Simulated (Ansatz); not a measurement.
Base system: GaP in the zinc blende structure (space group F-43m, No. 216; a = 5.452 Å). Axes: x, y, z lie along the cube axes.

Levels (all Ansatz, a quantum-chemistry and plane-wave program, PAW, earlier PAW set): r2SCAN (500 eV, no SOC); HSE06 (420 eV, no spin-orbit coupling).

Its gap is 1.85 eV with r2SCAN and 2.26 eV with HSE06.

Now apply this change: biaxial strain −0.70 %, plane normal [111], relaxed out of plane (Cartesian); in-plane vectors clamped, the third vector and the atoms free.

With r2SCAN the gap becomes 1.80 eV.

### Question
If the HSE06 correction stayed the same, what would the HSE06 gap be, and what does the HSE06 run give?

### Answer
A rigid correction of +0.41 eV gives 2.21 eV. The HSE06 run gives 2.20 eV, so the two effects roughly add.

Single points use the geometry relaxed with r2SCAN. HSE06 was sampled on its mesh, a few special points and the semilocal edge points, so its gap is an upper bound. Whether these cells are dynamically stable was not tested.
